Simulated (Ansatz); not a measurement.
System: SrScO₂F (model structure, started from the SrVO2H type, P4/mmm, No. 123, 5 atoms in the cell). Method: LDA (plane waves, PAW; Ansatz, a quantum-chemistry and plane-wave program).

Run with plane-wave cutoff 520 eV, 8×8×8 k mesh, Fermi–Dirac smearing 0.01 eV, scalar-relativistic PAW data made under PBE.

Cell (relaxed with PBEsol):

```xyz
5
Lattice="4.0923 0.0000 0.0000 0.0000 4.0923 0.0000 0.0000 0.0000 4.0258" Properties=species:S:1:pos:R:3 pbc="T T T"
Sr     2.0461     2.0461     2.0129
Sc     0.0000     0.0000     0.0000
O      2.0461     0.0000     0.0000
O      0.0000     2.0461     0.0000
F      0.0000     0.0000     2.0129
```

What does this level give for the band gap and smallest direct gap on the k points sampled?


- band gap: 3.13 eV
- smallest direct gap on the k points sampled: 3.53 eV

Note: the relaxation could raise the start's symmetry but not lower it, so the cell can be a saddle point; cell and atoms aren't relaxed at this level (pressure -4.5 GPa).

Spin–orbit coupling is not included.

Static lattice: no zero-point or thermal effects.

Cost on a shared machine: around 14 core-seconds (rough).

A model structure was made by putting elements into a prototype or built by hand; it is no filed structure, need not be a known phase, and can be a saddle point held by its symmetry.
